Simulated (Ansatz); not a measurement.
**One base run on Mg₆CrCd (P1, 8 atoms in the cell) and variants with one or two settings moved**

```
CELL_PARAMETERS angstrom
      5.02225     0.00000     0.00000
      0.00000     3.13130     5.43523
      0.00000    -3.13130     5.43523
ATOMIC_POSITIONS crystal
  Mg 0.99855 0.33890 0.83258
  Mg 0.00397 0.83363 0.33800
  Mg 0.99602 0.32818 0.33755
  Mg 0.49747 0.16008 0.67134
  Mg 0.49051 0.67223 0.15176
  Mg 0.51391 0.16803 0.16432
  Cr 0.00833 0.82399 0.83401
  Cd 0.49124 0.67494 0.67042
```
Moments meant for the start (each program seeds them in its own way; μB, in the order of the atoms Mg Mg Mg Mg Mg Mg Cr Cd): 0.0 0.0 0.0 0.0 0.0 0.0 3.0 0.0.

Base run A: LDA (PW92), PAW files made with PBE (Ansatz, a first-principles code), self-consistent single point.

Its settings: kpoints.mp_grid.grid = 4 3 3; hamiltonian.xc = lda; hamiltonian.pseudopotentials = {kind: paw} (the program's default PAW files); magnetization.spin_polarized = true; scf.occupations.method = cold; scf.occupations.width = 0.1 eV.

The starting cell comes from a database of computed structures (which also holds hypothetical and non-ambient phases and stackings), without a prior relaxation at this level. Its atoms were displaced at random from the sites of space group no. 38. With one magnetic atom in the cell only a parallel order is possible. In the base run, with a pressure of about -4 GPa the cell is away from its equilibrium volume at this level. Ansatz's pressure includes its estimate of the finite-basis (Pulay) stress. Without a gap this mesh is coarse (it stands for a supercell whose shortest vector is 19 Å).

ΔF is the free energy per atom less that of run A. 

Runs D sample the zone with one or two k-points, far too few for so small a cell.

Runs:
- B: scf.occupations.method: cold → gaussian
- C: scf.convergence.dr2_threshold: default (1e-07 eV) → 0.01 eV
- D: kpoints.mp_grid.grid: 4 3 3 → 1 1 1
- E: parallel starting moments (0 0 0 0 0 0 4.5 0 μB)
- F: scf.mixing.algorithm: default (the program chose MSR1) → broyden; scf.mixing.beta: default → 0.3
- G: scf.mixing.algorithm: default (the program chose MSR1) → broyden; scf.mixing.beta_mag: default → 0.2
- H: scf.mixing.preconditioner: default (the program chose Kerker) → ldos

| run | ΔF (meV/atom) | pressure (GPa) | largest force (eV/Å) | size of the net moment (μB/atom) | k-points |
|---|---|---|---|---|---|
| A | 0.00 | -3.57 | 0.232 | 0.43 | 19 |
| B | -1.32 | -3.57 | 0.231 | 0.44 | 19 |
| C | 0.06 | -3.58 | 0.233 | 0.43 | 19 |
| D | 153.4 | -3.49 | 0.541 | 0.49 | 1 |
| E | 0.00 | -3.57 | 0.232 | 0.43 | 19 |
| F | 0.00 | -3.57 | 0.232 | 0.43 | 19 |
| G | 0.00 | -3.57 | 0.232 | 0.43 | 19 |
| H | 0.00 | -3.57 | 0.232 | 0.43 | 19 |

Run B against A: The free energy drops by 1.3 meV/atom, the pressure stays at -3.57 GPa, the largest force moves little (0.232 to 0.231 eV/Å) and the size of the net moment hardly changes (0.43 to 0.44 μB/atom).

Run D against A: The free energy goes up by 153 meV/atom, the pressure stays near -3.49 GPa while the xx stress (positive for compression) goes from -3.39 to -19.37 GPa, the largest force goes from 0.232 to 0.541 eV/Å and the size of the net moment goes from 0.43 to 0.49 μB/atom.

Run G against A: The free energy stays essentially unchanged (within 1 meV/atom), the pressure stays at -3.57 GPa, the largest force stays at 0.232 eV/Å and the size of the net moment stays at 0.43 μB/atom.

Keys are those of Ansatz 0.2.
